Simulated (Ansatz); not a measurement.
We consider CaO (model structure, F-43m, No. 216, 2 atoms in the cell), described by r²SCAN+rVV10 (plane waves, PAW; Ansatz, an electronic-structure program).

The input as run:

Ansatz 0.2 input:
```yaml
crystal:
  lattice:
    - [0.0, 2.6162643774, 2.6162643774]
    - [2.6162643774, 0.0, 2.6162643774]
    - [2.6162643774, 2.6162643774, 0.0]
  atoms:
    - { symbol: Ca, position: [0.0, 0.0, 0.0] }
    - { symbol: O, position: [0.25, 0.25, 0.25] }
basis:
  ecutwfc: 560
  ecutrho_ratio: 4
  xc_grid: 3
kpoints:
  mp_grid: { grid: [12, 12, 12] }
hamiltonian:
  xc: r2scan
  dispersion: rvv10
  pseudopotentials: { kind: paw }
scf:
  occupations: { method: fermi_dirac, width: 0.01 }
output:
  forces: true
  stress: true
  eigenvalues: true
relax:
  f_tol: 0.004
  escape_saddle: false
  max_steps: 80
```

Excerpt of the program's output:

```
WARN output.stress: scf.convergence.dr2_threshold = 1e-7 eV (the SCF's general default) is looser than the 2e-10 eV advised for a printed stress (1e-10 eV for …
Relaxation: its limit of steps is 80 (relax.max_steps)
Crystal: 2 atoms, lattice volume = 35.816 Å³
Basis set: ecut = 560 eV, 1067 PW (Γ), exchange–correlation on 90×90×90 points (27 copies of the dense FFT grid, shifted against one another)
Bands: 12, of which v1, the nominal top of the filled ones, is band 8 counted from 1 (7 counted from 0)
Symmetry: 24 space group operations
Space group: F-43m (ITA 216), of the structure as read, at distance tolerance 3.3e-5 Å
k-points: 72 of 1728 (time reversal used)
Functional: x = r2scan, c = r2scan + rvv10(b = 11.95, C = 0.0093); τ floored in thin density (d = 2e-4 eV/Å³)
SCF iter   1: F=—  HF=-2392.506483 eV  |F-HF|=—  |Δ(HF+E_count)|=         —  Δρ=7.74e-3  dr2=2.45e-2  dr2_τ=5.54e-2
SCF iter   2: F=—  HF=-2392.578512 eV  |F-HF|=—  |Δ(HF+E_count)|=   7.20e-2  Δρ=7.50e-3  dr2=1.22e-2  dr2_τ=2.46e-3
  ...
SCF 1 converged in 6 iterations: F = -2392.576088 eV  dr2 = 3.43e-8
Crystal: 2 atoms, lattice volume = 35.816 Å³
Initial density: handed on by an earlier stage of this run
SCF iter   1: F=—  HF=-2392.576088 eV  |F-HF|=—  |Δ(HF+E_count)|=         —  Δρ=1.26e-5  dr2=3.43e-8  dr2_τ=6.46e-9
SCF iter   2: F=-2392.576088 eV  HF=-2392.576088 eV  |F-HF|=1.99e-8  |Δ(HF+E_count)|=   3.66e-9  Δρ=7.89e-6  dr2=2.40e-8  dr2_τ=3.56e-9
SCF 2 converged in 2 iterations: F = -2392.576088 eV  dr2 = 2.40e-8
SCF converged after 2 iterations
Free energy (F): -2392.576088 eV
Internal energy: -2392.576088 eV  (E = F + TS)
E sigma→0 (E₀):  -2392.576088 eV
Fermi energy:    6.042192 eV
--- Stress (GPa, compression-positive) ---
       -1.602532       0.000000      -0.000000
        0.000000      -1.602532       0.000000
       -0.000000       0.000000      -1.602532
  P = ⅓ Tr σ = -1.6025 GPa (-16.025 kbar)
```

The cell is one volume of an energy–volume scan, off the minimum.

The PAW data were made under PBE.

Note: the relaxation could raise the start's symmetry but not lower it, so the cell can be a saddle point.

A model structure was made by putting elements into a prototype or built by hand; it is no filed structure, need not be a known phase, and can be a saddle point held by its symmetry.
